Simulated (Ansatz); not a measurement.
System: Si (C2/m, No. 12, 8 atoms in the cell; start mp-1079297; another form than the element's usual one). Method: r²SCAN in Ansatz (plane waves, PAW).

Input:

Ansatz 0.2 input:
```yaml
crystal:
  lattice:
    - [6.9225212442, -1.9236399657, -0.0011713715]
    - [6.9225212442, 1.9236399657, -0.0011713715]
    - [-0.7488252383, 0.0, 6.2940713976]
  atoms:
    - { symbol: Si, position: [0.0556240109, 0.0556240109, 0.8742184948] }
    - { symbol: Si, position: [0.9443759891, 0.9443759891, 0.1257815052] }
    - { symbol: Si, position: [0.5590178962, 0.5590178962, 0.6534800279] }
    - { symbol: Si, position: [0.4409821038, 0.4409821038, 0.3465199721] }
    - { symbol: Si, position: [0.21280921, 0.21280921, 0.0573822598] }
    - { symbol: Si, position: [0.78719079, 0.78719079, 0.9426177402] }
    - { symbol: Si, position: [0.727060281, 0.727060281, 0.5855366216] }
    - { symbol: Si, position: [0.272939719, 0.272939719, 0.4144633784] }
basis:
  ecutwfc: 560
  ecutrho_ratio: 4
  xc_grid: 3
kpoints:
  mp_grid: { grid: [10, 10, 6] }
  band_path:
    path:
      - [0.0, 0.0, 0.0]
      - [-0.033697, 0.033697, 0.0]
      - [-0.067395, 0.067395, 0.0]
      - [-0.101092, 0.101092, 0.0]
      - [-0.134789, 0.134789, 0.0]
      - [-0.168487, 0.168487, 0.0]
      - [-0.202184, 0.202184, 0.0]
      - [-0.235881, 0.235881, 0.0]
      - [-0.269579, 0.269579, 0.0]
      - [-0.730421, -0.269579, 0.0]
      - [-0.697504, -0.302496, 0.0]
      - [-0.664587, -0.335413, 0.0]
      - [-0.631669, -0.368331, 0.0]
      - [-0.598752, -0.401248, 0.0]
      - [-0.565835, -0.434165, 0.0]
      - [-0.532917, -0.467083, 0.0]
      - [-0.5, -0.5, 0.0]
      - [-0.375, -0.375, 0.0]
      - [-0.25, -0.25, 0.0]
      - [-0.125, -0.125, 0.0]
      - [-0.083333, -0.083333, 0.083333]
      - [-0.166667, -0.166667, 0.166667]
      - [-0.25, -0.25, 0.25]
      - [-0.333333, -0.333333, 0.333333]
      - [-0.416667, -0.416667, 0.416667]
      - [-0.5, -0.5, 0.5]
      - [-0.53364, -0.46636, 0.5]
      - [-0.56728, -0.43272, 0.5]
      - [-0.60092, -0.39908, 0.5]
      - [-0.634561, -0.365439, 0.5]
      - [-0.668201, -0.331799, 0.5]
      - [-0.701841, -0.298159, 0.5]
      - [-0.735481, -0.264519, 0.5]
      - [-0.264519, 0.264519, 0.5]
      - [-0.231454, 0.231454, 0.5]
      - [-0.198389, 0.198389, 0.5]
      - [-0.165324, 0.165324, 0.5]
      - [-0.13226, 0.13226, 0.5]
      - [-0.099195, 0.099195, 0.5]
      - [-0.06613, 0.06613, 0.5]
      - [-0.033065, 0.033065, 0.5]
      - [0.0, 0.0, 0.5]
      - [0.0, 0.0, 0.375]
      - [0.0, 0.0, 0.25]
      - [0.0, 0.0, 0.125]
      - [-0.5, 0.0, 0.5]
      - [-0.444444, 0.0, 0.444444]
      - [-0.388889, 0.0, 0.388889]
      - [-0.333333, 0.0, 0.333333]
      - [-0.277778, 0.0, 0.277778]
      - [-0.222222, 0.0, 0.222222]
      - [-0.166667, 0.0, 0.166667]
      - [-0.111111, 0.0, 0.111111]
      - [-0.055556, 0.0, 0.055556]
      - [-0.0625, 0.0, 0.0]
      - [-0.125, 0.0, 0.0]
      - [-0.1875, 0.0, 0.0]
      - [-0.25, 0.0, 0.0]
      - [-0.3125, 0.0, 0.0]
      - [-0.375, 0.0, 0.0]
      - [-0.4375, 0.0, 0.0]
      - [-0.5, 0.0, 0.0]
    npoints: 1
hamiltonian:
  xc: r2scan
  dispersion: none
  pseudopotentials: { kind: paw }
scf:
  occupations: { method: fermi_dirac, width: 0.01 }
  convergence: { dr2_threshold: 0.0000000008 }
output:
  forces: true
  stress: true
  eigenvalues: true
  write_bands: true
```

Output (set-up and result lines):

```
Crystal: 8 atoms, lattice volume = 167.626 Å³
Basis set: ecut = 560 eV, 5069 PW (Γ), exchange–correlation on 180×180×150 points (27 copies of the dense FFT grid, shifted against one another)
Bands: 24, of which v1, the nominal top of the filled ones, is band 16 counted from 1 (15 counted from 0)
Symmetry: 4 space group operations
Space group: C2/m (ITA 12), of the structure as read, at distance tolerance 5.5e-5 Å
k-points: 172 of 600
Functional: x = r2scan, c = r2scan; τ floored in thin density (d = 2e-4 eV/Å³)
SCF iter   1: F=—  HF=-5111.809154 eV  |F-HF|=—  |Δ(HF+E_count)|=         —  Δρ=3.89e-3  dr2=2.54e-2  dr2_τ=4.87e-2
SCF iter   2: F=—  HF=-5111.877183 eV  |F-HF|=—  |Δ(HF+E_count)|=   6.80e-2  Δρ=2.55e-3  dr2=9.93e-3  dr2_τ=3.41e-5
  ...
SCF iter   6: F=—  HF=-5111.875818 eV  |F-HF|=—  |Δ(HF+E_count)|=   2.35e-5  Δρ=2.65e-6  dr2=1.54e-8  dr2_τ=2.27e-10
SCF iter   7: F=-5111.875818 eV  HF=-5111.875818 eV  |F-HF|=2.76e-10  |Δ(HF+E_count)|=   1.24e-8  Δρ=4.34e-7  dr2=4.24e-10  dr2_τ=5.80e-12
SCF 1 converged in 7 iterations: F = -5111.875818 eV  dr2 = 4.24e-10
SCF converged after 7 iterations
Free energy (F): -5111.875818 eV
Internal energy: -5111.875818 eV  (E = F + TS)
E sigma→0 (E₀):  -5111.875818 eV
Fermi energy:    6.100037 eV
--- Forces (eV/Å), atoms counted from 1 ---
  atom   1  Si    -0.00043233     0.00000000     0.00021813
  atom   2  Si     0.00043233    -0.00000000    -0.00021813
  atom   3  Si     0.00084636     0.00000000    -0.00063584
  atom   4  Si    -0.00084636    -0.00000000     0.00063584
  atom   5  Si    -0.00024476     0.00000000     0.00110688
  atom   6  Si     0.00024476    -0.00000000    -0.00110688
  atom   7  Si    -0.00056103     0.00000000    -0.00064079
  atom   8  Si     0.00056103    -0.00000000     0.00064079
--- Stress (GPa, compression-positive) ---
       -0.008352       0.000000      -0.003784
        0.000000      -0.012676       0.000000
       -0.003784       0.000000       0.003216
  P = ⅓ Tr σ = -0.0059 GPa (-0.059 kbar)
```

The PAW data were made under PBE.

A start named mp-… is a Materials Project structure, which need not be a measured phase.

Ansatz is a quantum-chemistry and plane-wave program.
